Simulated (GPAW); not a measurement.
# Pressure against volume in MoSi2-type WSi2 (space group 139) (GPAW, LDA)

```xyz
3
Lattice="-1.5426 1.5426 3.7627 1.5426 -1.5426 3.7627 1.5426 1.5426 -3.7627" Properties=species:S:1:pos:R:3 pbc="T T T"
Si     0.0000     0.0000     5.0044
Si     0.0000     0.0000     2.5210
W      0.0000     0.0000     0.0000
```

Method: LDA (Perdew-Wang 92), GPAW PAW datasets LDA (gpaw-data 1.0.1) (plane waves; GPAW 25.7.0). Settings: mode = pw; ecut = 585 eV; xc = LDA; kpts = 22 22 22; mesh shift (steps) = 0 0 0; occupations.name = fermi-dirac; occupations.width = 0.05 eV; nbands = -7; symmetry.symmorphic = false; symmetry.tolerance = 0.0005; maxiter = 120. The cell above is the first row's. The rows scale it uniformly. In all rows fractional positions and the k mesh are held.

| V (Å^3/atom) | P (GPa) |
|---|---|
| 11.938 | 29.72 |
| 12.198 | 22.20 |
| 12.457 | 15.42 |
| 12.717 | 9.32 |
| 12.976 | 3.84 |
| 13.236 | -1.04 |
| 13.495 | -5.54 |
| 13.755 | -9.46 |
| 14.014 | ? |

Q: Fit P against V with a cubic, and predict the withheld value at V = 14.014.

A: With u = V - 12.8, the rows have u = -0.8620, -0.6020, -0.3430, -0.0830, 0.1760, 0.4360, 0.6950, 0.9550. Least squares gives P = 7.501 - 21.5272·u + 4.4538·u² - 0.5505·u³. Residuals (row less fit): 0.001, 0.005, -0.011, 0.001, -0.007, 0.044, -0.046, 0.015; standard error 0.033 (degrees of freedom: 4). The fitted pressure is zero at V0 = 13.18, where dP/dV = -18.41, so B0 = -V0·dP/dV = 243 GPa. At the withheld row, u = 1.2140, so P = 7.501 - 21.5272 × 1.2140 + 4.4538 × 1.2140² - 0.5505 × 1.2140³ = -13.054 GPa. The calculation gives -13.09 GPa, 0.036 GPa below the prediction (0.1 % of the range of P in the table). The row lies outside the fitted rows, so this is an extrapolation. From the scatter of the fitted rows alone, a prediction at this place has a standard error of 0.089 GPa, so the miss is 0.4 times that.

Carrying the step between the two nearest rows on in a straight line would have given -13.36, off by 0.27; series whose last step already gives the withheld value aren't shown. The scan was laid around a cell of about the measured size, scaled by a guess for this functional; axis ratios and inner coordinates come from that cell. The runs keep the symmetry of the cell, so they don't test it for distortions. Spin polarisation is off. Spin-orbit coupling is off. The shape of the cell and the inner coordinates aren't relaxed, so V0 and B0 belong to this uniform scaling; a relaxed crystal lies no higher in energy and is usually softer (forces reach 0.38 eV/Å in these rows). Cutoffs and mesh are single choices, not tested for convergence of this quantity. Series with a scatter that would blur these digits, or in which a gap closes, are not shown.
